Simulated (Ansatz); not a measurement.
Consider a 9-atom supercell of TaSi$_{2}$ (space group P6_222, No. 180; a = 4.804 Å, c = 6.604 Å) at its relaxed geometry.

Computed with PBE in Ansatz (plane waves to 420 eV, PAW, no spin-orbit coupling), earlier PAW set.

For the base:

* **Pressure**: 0.0 GPa

Now apply this change: a neutral Si on a Ta site (antisite), atoms relaxed at fixed cell, starting from a slightly rattled geometry.

Tabulated Pauling electronegativity and covalent radius: Ta 1.50, 1.70 Å; Si 1.90, 1.11 Å.

Estimate the effect on the pressure.

The pressure goes from zero to 0.2 GPa.

What happens to the shift of the substituted atom off its lattice site?

The shift of the substituted atom off its lattice site is 0.68 Å.

What does the calculation give for the largest displacement of a host atom from its site in the perfect cell after the change?

The largest displacement of a host atom from its site in the perfect cell comes out as 0.44 Å.

In so small a cell the defect repeats every few ångströms: this is an ordered compound, not a dilute defect. All final runs are without spin polarisation. An odd electron count without spin: TaSi2. The defect cell is not spin-polarised.

Ansatz is a quantum-chemistry and plane-wave program.
